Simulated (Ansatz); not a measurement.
# Amorphous Au40Si10

It comes from a melt-quench run on a machine-learned potential (CHGNet), relaxed afterwards by DFT. The hot cell started wider than the set density and was brought back towards it in steps. It is the lowest in DFT energy of 3 quenches. It is a model cell: composition and starting density were chosen by hand, and all elements were melted together. No dispersion term was used.

Method: PBE, scalar-relativistic without spin-orbit coupling (plane waves to 420 eV, PAW; Ansatz, a program for electronic structure). Geometry, pressure, stress and energy are those of the PBE run. Its sampling: a 2×2×2 Γ-centred mesh; Fermi-Dirac width 0.1 eV; no spin polarisation.

* **Number of atoms in the cell**: 50
* **Density (volume relaxed, without dispersion)**: 14.78 g/cm³
* **Volume per atom**: 18.34 Å³
* **Pressure on a 2×2×2 Γ-centred mesh**: 0.87 GPa
* **Largest force and stress component on that mesh (the relaxation ran on one k-point at (1/4, 1/4, 1/4))**: 0.29 eV/Å and 1.6 GPa
* **Gap on a 2×2×2 Γ-centred mesh (PBE)**: within the smearing (under twice its width)

Cut-offs for bonds: Au-Au 3.36 Å, Au-Si 2.90 Å, Si-Si 2.66 Å.

The mean coordination of Au is 9.65 (6 with 8, 10 with 9, 17 with 10, 6 with 11, 1 with 12) and the mean coordination of Si is 6.60 (2 with 5, 2 with 6, 4 with 7, 2 with 8). The mean Au-Au bond is 2.963 Å (spread 0.136 Å, 160 counted) and the mean Au-Si bond is 2.575 Å (spread 0.103 Å, 66 counted).

Its density started from a set value of 16.04 g/cm³. The simulated quench (nominally 84 K/ps over its main leg) is rapid and tends to freeze in more defects than a deposited or slowly cooled glass has. Values belong to this one cell and scatter from quench to quench. Volume and shape were free in the relaxation. Stress components on the final sampling reach 1.6 GPa. On a 2×2×2 Γ-centred mesh force components of up to 0.29 eV/Å stay, since the relaxation ran on one k-point at (1/4, 1/4, 1/4).
